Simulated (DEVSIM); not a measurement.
Structure: GaP p-n junction from an implanted or diffused profile, at 300 K.

```csv
layer (left to right),material,thickness (μm),Nd (cm⁻³),τn (s),τp (s)
1,GaP,6.10,1.5e15,1.9e-7,1.9e-7
```

Added acceptor profile: 7.5e17 cm⁻³ × exp(−(x − 0 μm)²/(2·(0.053 μm)²)). Left contact: ohmic. Right contact: ohmic. Voltage is applied to the left contact. Recombination: SRH at mid-gap. Mobility is μmin + (μ − μmin)/(1 + (N/Nref)^α).

This is a model device: material constants are rounded textbook-type values typed into the input, and sizes, dopings and lifetimes were drawn at random. Values at 300 K.

| parameter | GaP |
|---|---|
| gap (eV) | 2.26 |
| affinity (eV) | 3.8 |
| permittivity | 11.1 |
| Nc (cm⁻³) | 1.8e19 |
| Nv (cm⁻³) | 1.9e19 |
| μn (cm²/Vs) | 250 |
| μp (cm²/Vs) | 150 |
| μn,min | 10 |
| μp,min | 10 |
| Nref,n | 4.4e18 |
| Nref,p | 1e18 |
| αn | 0.8 |
| αp | 0.85 |

Simulated with DEVSIM: 1D drift-diffusion, Boltzmann statistics, complete ionisation; no tunnelling, impact ionisation, image-force lowering or self-heating.

Give the small-signal capacitance in reverse bias (quasi-static).


| V (V) | C (nF/cm²) |
|---|---|
| -0.2 | 7.56 |
| -0.5 | 7.05 |
| -1 | 6.40 |
| -1.5 | 5.90 |
| -2 | 5.50 |
| -3 | 4.90 |
| -4 | 4.46 |
| -5 | 4.12 |
| -6.5 | 3.74 |
| -8 | 3.44 |
| -10 | 3.14 |
